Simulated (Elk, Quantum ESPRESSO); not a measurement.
# Equation of state of diamond-structure Si (space group 227): energy against volume (Elk, PBE)

```
CELL_PARAMETERS angstrom
      0.00000     2.66722     2.66722
      2.66722     0.00000     2.66722
      2.66722     2.66722     0.00000
ATOMIC_POSITIONS crystal
  Si 0.50000 0.50000 0.50000
  Si 0.75000 0.75000 0.75000
```

Method of the run: PBE, all-electron FP-LAPW, Elk's shipped species files, APW+lo basis with extra local orbitals in Elk. Settings: xctype = 20; rgkmax = 8.55; swidth = 0.000367493 Ha; ngridk = 10 10 10; tforce = true; gmaxvr = 18 1/bohr; lmaxapw = 10; lmaxo = 8; nxlo = 2; lorbcnd = true; lradstp = 2; nrmtscf = 2; rmtscf = 0.93; lmaxi = 4; maxscl = 100; sphere radii = {Si: 2.046} bohr. The cell above is the first row's. The rows scale it uniformly. In all rows fractional positions and the k mesh are held. E is the free energy at the stated smearing, counted from the lowest row.

| V (Å^3/atom) | E (meV/atom) |
|---|---|
| 18.975 | 34.97 |
| 19.387 | 17.68 |
| 19.800 | 6.49 |
| 20.212 | 0.78 |
| 20.625 | 0.00 |
| 21.037 | 3.67 |
| 21.450 | 11.29 |
| 21.862 | 22.49 |
| 22.275 | ? |

Task: Using the third-order Birch-Murnaghan form, a cubic in V^(-2/3), estimate the missing E at V = 22.275 from the other rows, showing the fit.

Result: With u = V^(-2/3) - 0.134, the rows have u = 0.006566, 0.004567, 0.002633, 0.000770, -0.001035, -0.002777, -0.004467, -0.006099. Least squares gives E = -0.115 + 618.8·u + 714142·u² + 822125·u³. Residuals (row less fit): 0.001, -0.005, 0.010, -0.005, -0.009, 0.014, -0.008, 0.001; standard error 0.011 (degrees of freedom: 4). Its minimum lies at u = -0.000434, so V0 = (0.133566)^(-3/2) = 20.49. There d²E/du² = 1426000 and d³E/du³ = 4933000, so B0 = (4/9) × 20.49^(-7/3) × 1426000 × 0.160218 = 88.4 GPa (the last factor turns the table's units into GPa), and B0' = 4 + (2/3) × 0.133566 × (4933000)/1426000 = 4.3. At the withheld row, u = -0.007685, so E = -0.115 + 618.8 × (-0.007685) + 714142 × (-0.007685)² + 822125 × (-0.007685)³ = 36.933 meV/atom. The calculation gives 36.88 meV/atom, 0.053 meV/atom below the prediction (0.1 % of the range of E in the table). The row lies outside the fitted rows, so this is an extrapolation. From the scatter of the fitted rows alone, a prediction at this place has a standard error of 0.026 meV/atom, so the miss is 2.0 times that.

Carrying the step between the two nearest rows on in a straight line would have given 33.72, off by 3.16; series whose last step already gives the withheld value aren't shown. The scan was laid around a cell of about the measured size, scaled by a guess for this functional. The runs keep the symmetry of the cell, so they don't test it for distortions. A plane-wave scan with the same functional (Quantum ESPRESSO, GBRV) gives V0 = 20.43 Å^3/atom and B0 = 88.6 GPa; a Birch-Murnaghan fit to all rows here lies 0.3 % from it in V0 and 0 % in B0; the two differ in basis, and may differ in potentials and mesh. Values depend on the basis (sphere radii, cutoffs, local orbitals), which need not be converged. Sphere radii are the same in all rows. Cutoffs and mesh are single choices, not tested for convergence of this quantity. Series with a scatter that would blur these digits, or in which a gap closes, are not shown. Nor are scans whose minimum lies at an end fitted in this form.
